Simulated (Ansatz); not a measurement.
SrHfN2 (R-3m, No. 166, 4 atoms in the cell; start mp-9383), treated with HSE06 in Ansatz (PAW).

Run with plane-wave cutoff 460 eV, 8×8×8 k mesh, Fermi–Dirac smearing 0.01 eV, scalar-relativistic PAW data made under PBE.

Cell (relaxed with PBEsol):

```
CELL_PARAMETERS angstrom
      1.65982     0.95830     5.86088
     -1.65982     0.95830     5.86088
      0.00000    -1.91660     5.86088
ATOMIC_POSITIONS crystal
  Sr 0.00000 0.00000 0.00000
  Hf 0.50000 0.50000 0.50000
  N  0.23313 0.23313 0.23313
  N  0.76687 0.76687 0.76687
```

### Question
Estimate the band gap, smallest direct gap on the k points sampled and Γ–Γ gap that the calculation returns.

### Answer

* **band gap**: 1.16 eV (on the SCF k mesh)
* **smallest direct gap on the k points sampled**: 1.81 eV
* **Γ–Γ gap**: 3.55 eV

Note: cell and atoms aren't relaxed at this level (pressure 3.0 GPa).

Spin–orbit coupling is not included.

Computed values are for the static lattice.

The result took around 8 core-minutes (rough).

A start named mp-… is a Materials Project structure, which need not be a measured phase.

Ansatz is a first-principles code.
